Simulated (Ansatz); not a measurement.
**How the bulk modulus of Hf (model structure, started from the fcc type, Fm-3m, No. 225, 1 atoms in the cell) moves with the method**

No measured value is used here.

```csv
level (code),value (GPa),cell (Å³/atom)
LDA (Ansatz),116,20.74
PBEsol (Ansatz),108,21.57
r²SCAN (Ansatz),102,22.45
```

Density-functional levels without +SOC have no spin–orbit coupling. LDA, PBEsol, r²SCAN: the bulk modulus is −V dP/dV from two relaxed cells at ±2 % in volume. Each level is taken at its own relaxed cell. Cutoffs differ between the levels. Ansatz's density-functional and Hartree–Fock values are scalar-relativistic unless marked +SOC, with PAW data made under PBE.

A model structure was made by putting elements into a prototype or built by hand; it is no filed structure, need not be a known phase, and can be a saddle point held by its symmetry.

Ansatz is a quantum-chemistry and plane-wave program.
